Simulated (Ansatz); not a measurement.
## CdSe, pressure series

Consider CdSe in the zinc blende structure (space group F-43m, No. 216; a = 6.196 Å).

Cell and atoms are relaxed at each pressure.

The values are results of Kohn–Sham DFT with the PBE functional, run in Ansatz (a first-principles code) with PAW and 420 eV plane waves, no SOC, earlier PAW set, not measurements.

Notes on the quantities. hole mass: degenerate bands, along [100].

| change | shortest interatomic distance | hole mass |
|---|---|---|
| base | 2.683 Å | 0.053, 0.73, 0.73 mₑ (at Γ) |
| pressure −2 GPa | 2.729 Å | 0.045, 0.79, 0.79 mₑ (at Γ) |
| pressure −1 GPa | ___ | ___ |
| pressure 0.9 GPa | ___ | 0.057, 0.71, 0.71 mₑ (at Γ) |
| pressure 2.1 GPa | 2.645 Å | ___ |
| pressure 4.5 GPa | 2.610 Å | 0.066, 0.65, 0.65 mₑ (at Γ) |
| pressure 9 GPa | 2.558 Å | 0.075, 0.59, 0.59 mₑ (at Γ) |
| pressure 15 GPa | 2.504 Å | 0.083, 0.54, 0.54 mₑ (at Γ) |
| pressure 22.5 GPa | 2.454 Å | 0.090, 0.49, 0.49 mₑ (at Γ) |
| pressure 30 GPa | 2.413 Å | 0.095, 0.46, 0.46 mₑ (at Γ) |

**Question.** Some entries are withheld; estimate them.

**Answer.** 
- pressure −1 GPa, shortest interatomic distance: 2.704 Å
- pressure −1 GPa, hole mass: 0.049, 0.76, 0.76 mₑ (at Γ)
- pressure 0.9 GPa, shortest interatomic distance: 2.666 Å
- pressure 2.1 GPa, hole mass: 0.060, 0.69, 0.69 mₑ (at Γ)

The levels and masses belong to the bands next to the band gap. Load acts through the strain it causes; cell and atoms are relaxed under it. Effective masses come from finite differences of ±0.01 Å⁻¹. Stability against distortions was not tested. Tetrahedral semiconductors of this kind turn to denser phases somewhere between about 1 and 50 GPa; those were not computed, so compressed cells here can lie past the real transition.
